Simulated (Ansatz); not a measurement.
A relaxation of the atoms of LiBH4 (P1, 12 atoms in the cell) with Ansatz (a program for electronic structure).

Computed with PBEsol, default PAW files made with PBE (plane waves; Ansatz).

The change in words: atoms moved at random; relax: default → atoms; relax.f_tol: default → 0.1 eV/Å. Reference geometry:
```
CELL_PARAMETERS angstrom
      4.07291     0.00000     0.00000
     -0.00026     4.08036     0.00000
     -0.01060    -0.01912     5.06664
ATOMIC_POSITIONS crystal
  Li 0.74821 0.75907 0.74959
  Li 0.25179 0.24093 0.25041
  B  0.25768 0.24425 0.75149
  B  0.74232 0.75575 0.24851
  H  0.75736 0.50740 0.38826
  H  0.24264 0.49260 0.61174
  H  0.99556 0.74898 0.10963
  H  0.00444 0.25102 0.89037
  H  0.75601 0.00126 0.38170
  H  0.24399 0.99874 0.61830
  H  0.50548 0.24997 0.88777
  H  0.49452 0.75003 0.11223
```

Reference input (self-consistent single point, DFT, PBEsol, plane waves, default PAW files made with PBE): basis.ecutwfc = 420 eV; kpoints.mp_grid.grid = 6 6 5; hamiltonian.xc = pbesol; hamiltonian.pseudopotentials = {kind: paw} (the program's default PAW files); scf.occupations.method = gaussian; scf.occupations.width = 0.02 eV. This run's input differs from it in these lines:

Ansatz 0.2 input:
```diff
@@ -7,14 +7,14 @@
   atoms:
-    - { symbol: Li, position: [0.74821000, 0.75907000, 0.74959000] }
-    - { symbol: Li, position: [0.25179000, 0.24093000, 0.25041000] }
-    - { symbol: B, position: [0.25768000, 0.24425000, 0.75149000] }
-    - { symbol: B, position: [0.74232000, 0.75575000, 0.24851000] }
-    - { symbol: H, position: [0.75736000, 0.50740000, 0.38826000] }
-    - { symbol: H, position: [0.24264000, 0.49260000, 0.61174000] }
-    - { symbol: H, position: [0.99556000, 0.74898000, 0.10963000] }
-    - { symbol: H, position: [0.00444000, 0.25102000, 0.89037000] }
-    - { symbol: H, position: [0.75601000, 0.00126000, 0.38170000] }
-    - { symbol: H, position: [0.24399000, 0.99874000, 0.61830000] }
-    - { symbol: H, position: [0.50548000, 0.24997000, 0.88777000] }
-    - { symbol: H, position: [0.49452000, 0.75003000, 0.11223000] }
+    - { symbol: Li, position: [0.75597400, 0.76372900, 0.73132100] }
+    - { symbol: Li, position: [0.23007700, 0.24486200, 0.23658300] }
+    - { symbol: B, position: [0.27455500, 0.23734800, 0.75689900] }
+    - { symbol: B, position: [0.74493200, 0.76953600, 0.24907300] }
+    - { symbol: H, position: [0.73460400, 0.48770700, 0.38725200] }
+    - { symbol: H, position: [0.24544300, 0.49918900, 0.61167700] }
+    - { symbol: H, position: [0.99947800, 0.73226400, 0.11683300] }
+    - { symbol: H, position: [-0.00290100, 0.25414900, 0.90131600] }
+    - { symbol: H, position: [0.76777600, 0.01425900, 0.38615300] }
+    - { symbol: H, position: [0.23667300, 1.01199300, 0.62626100] }
+    - { symbol: H, position: [0.51867500, 0.24677000, 0.88882900] }
+    - { symbol: H, position: [0.49471600, 0.73819400, 0.10780300] }
 basis:
@@ -32,2 +32,4 @@
     width: 0.02 eV
+relax:
+  f_tol: 0.1
 output:
```

The program printed (abridged):

```
   [... SCF lines of the steps left out ...]
relax step   1: F+E_penalty+E_count = -839.45530843 eV  Δ(F+E_penalty+E_count) = +0.000e0 eV  max|allowed force component| = 2.840e0 eV/Å  Δτ_max = 0.0000 Å  (6 SCF iters, dr2 threshold 1.00e-4 eV, accepted)
relax step   2: F+E_penalty+E_count = -839.86875421 eV  Δ(F+E_penalty+E_count) = -4.134e-1 eV  max|allowed force component| = 9.756e-1 eV/Å  Δτ_max = 0.1670 Å  (6 SCF iters, dr2 threshold 1.00e-4 eV, accepted)
   [... lines left out ...]
relax step   7: F+E_penalty+E_count = -839.98299972 eV  Δ(F+E_penalty+E_count) = -3.330e-3 eV  max|allowed force component| = 3.896e-1 eV/Å  Δτ_max = 0.1960 Å  (6 SCF iters, accepted)
relax step   8: F+E_penalty+E_count = -840.04214242 eV  Δ(F+E_penalty+E_count) = -5.914e-2 eV  max|allowed force component| = 9.801e-2 eV/Å  Δτ_max = 0.1884 Å  (6 SCF iters, dr2 threshold 1.00e-4 eV, accepted)
relax step   9: F+E_penalty+E_count = -840.04214242 eV  Δ(F+E_penalty+E_count) = -1.947e-9 eV  max|allowed force component| = 9.804e-2 eV/Å  Δτ_max = 0.0000 Å  (6 SCF iters, accepted)
Stability not checked: this state was not tested for a lower state beside it, because too few of the mixer's solves of this state at the end of the SCF gave a …
Free energy (F): -840.042142 eV
Internal energy: -840.042142 eV  (E = F + TS)
E sigma→0 (E₀):  -840.042142 eV
Fermi energy:    2.108029 eV
--- Forces (eV/Å), atoms counted from 1 ---
  atom   1  Li     0.00967817    -0.02357717    -0.07311328
  atom   2  Li     0.00436790     0.03409414     0.06678977
  atom   3  B      0.07417869    -0.02635431    -0.09803727
  atom   4  B      0.02027460     0.00394159     0.08203824
  atom   5  H      0.01597751     0.05233150    -0.03811573
  atom   6  H      0.01430283    -0.06126594     0.04443290
   [... lines left out ...]
    - { symbol: H, position: [0.7601255820113126, 0.0768303332262557, 0.3434216353694914] }
    - { symbol: H, position: [0.2612531873750005, 0.9233992969996, 0.6568594122582027] }
    - { symbol: H, position: [0.49372970830025575, 0.26525308336063436, 0.8791751234334824] }
    - { symbol: H, position: [0.5099112254427721, 0.7583715388206933, 0.11454855269684534] }
```

The run converged.  The full log also holds: “iter 4 did not close the SCF: its close was put off for the readings that it lacked (scf_convergence_deferred on its scf_iter line)”. The full log also holds: “iter 2 did not close the SCF: its close was put off for the readings that it lacked (scf_convergence_deferred on its scf_iter line)”.

Summary of the result:
- Free energy E − TS (on the zero of these files): -840.0421 eV
- Top of the valence band (on the code's own zero): -0.69 eV
- Gap on the k-point mesh: 5.59 eV
- Pressure: 1.08 GPa
- Largest force (vector length): 0.126 eV/Å
- Relaxation steps: 9

The starting cell comes from a database of computed structures (which also holds hypothetical and non-ambient phases and stackings), without a prior relaxation at this level. For this run, on top of that: atoms moved at random. Ansatz's pressure includes its estimate of the finite-basis (Pulay) stress.

Cost on one core of a shared machine: roughly 70 s.
